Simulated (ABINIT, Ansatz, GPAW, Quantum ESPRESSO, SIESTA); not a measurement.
## HfGa4Co (P4/mmm, 6 atoms in the cell) computed with different codes at matched settings

Self-consistent single point.

```
CELL_PARAMETERS angstrom
      4.02791     0.00000     0.00000
      0.00000     4.02791     0.00000
      0.00000     0.00000     6.30101
ATOMIC_POSITIONS crystal
  Hf 0.00000 0.00000 0.00000
  Ga 0.50000 0.00000 0.70679
  Ga 0.50000 0.00000 0.29321
  Ga 0.00000 0.50000 0.70679
  Ga 0.00000 0.50000 0.29321
  Co 0.00000 0.00000 0.50000
```

Shared settings, as Ansatz (an electronic-structure program) writes them: kpoints.mp_grid.grid = 3 3 2; scf.occupations.method = gaussian; scf.occupations.width = 0.1 eV. Potentials and cutoffs stand in the table.

```csv
code,model,pressure (GPa),largest force (eV/Å),cutoff
ABINIT,"PBEsol, norm-conserving pseudopotentials (PseudoDojo nc-sr-04 PBEsol standard)",1.31,0.060,1306 eV
GPAW,"PBEsol, GPAW PAW datasets PBEsol (made by gpaw-setup)",2.31,0.137,850 eV
Quantum ESPRESSO,"PBEsol, PSlibrary ultrasoft (PBE) pseudopotentials",0.79,0.110,70 Ry
Ansatz,"PBEsol, PAW files made with PBE",0.96,0.071,420 eV
SIESTA,"GGA PBEsol, numerical atomic orbitals DZP, PseudoDojo PBEsol standard norm-conserving potentials (rewritten from UPF to PSML)",2.06,0.254,grid 350 Ry
```

On Ansatz's run: spin-orbit coupling is off. Spin polarisation is off.

The spread over the programs that give each value: pressure within 1.52 GPa; largest force within 0.194 eV/Å.

SIESTA uses small atom-centred bases, whose incompleteness enters pressures, forces and empty levels differently from a plane-wave cutoff. Ansatz's pressure is given at a fixed set of plane waves, as the other plane-wave codes print theirs; with its correction for the finite basis it is 1.01 GPa. In the pressure, GPAW (by 1.17) lies more than 1 GPa from the median of the plane-wave programs. In the force vectors, SIESTA (by 0.164) lies more than 0.08 eV/Å from the median of the plane-wave programs.

On the base mesh (5 5 3) the same programs gave: Ansatz pressure 0.96 GPa; Quantum ESPRESSO pressure 0.79 GPa; ABINIT pressure 1.31 GPa; GPAW pressure 2.33 GPa; SIESTA pressure 1.86 GPa.

The starting cell comes from a database of computed structures (which also holds hypothetical and non-ambient phases and stackings), without a prior relaxation at this level. Its lattice was rescaled by a random factor within 2.5 % of one.

Left out of this page: CP2K (on another mesh); Elk and FLEUR (not drawn, or without a comparable value).

Keys are those of Ansatz 0.2.
